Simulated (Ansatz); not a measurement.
An Ansatz (a program for electronic structure) input (Ansatz, PBE-D3(BJ), PAW, cutoff 420 eV, without spin-orbit coupling):

Ansatz 0.2 input:
```yaml
crystal:
  lattice:
    - [2.55155688, 0, 0]
    - [-1.27577844, 2.2097130772, 0]
    - [0, 0, 6.7337450223]
  atoms:
    - { symbol: B, position: [0.6666666667, 0.3333333333, 0.75] }
    - { symbol: B, position: [0.3333333333, 0.6666666667, 0.25] }
    - { symbol: N, position: [0.3333333333, 0.6666666667, 0.75] }
    - { symbol: N, position: [0.6666666667, 0.3333333333, 0.25] }
basis: { ecutwfc: 420, ecutrho_ratio: 4, xc_grid: 2, fft_grid_basis: typed }
kpoints: { mp_grid: { grid: [15, 15, 5] } }
hamiltonian:
  xc: pbe
  dispersion: d3bj
  pseudopotentials: { kind: paw }
scf: { occupations: { method: fermi_dirac, width: 0.05 }, convergence: { dr2_threshold: 0.0000000004 } }
relax: { f_tol: 0.005, max_steps: 50 }
output: { forces: true, stress: true }
checkpoint: { write: state.ck, write_every: 1000 }
```

Task: Which symmetry and how many k-points will the program report, and about how many plane waves at Γ?

Result: Space group P63/mmc (ITA 194) with 24 operations, k-points 81 of 1125, and 737 plane waves at Γ.

Task: And the final pressure?

Result: -11.76 GPa (compression positive).

The cells carry an imposed strain or load. Whether these cells are dynamically stable was not tested. The cell was made from BN (space group P6_3/mmc, No. 194; layered, stacked along the Cartesian z axis) by this change: isotropic strain +1.80 %.
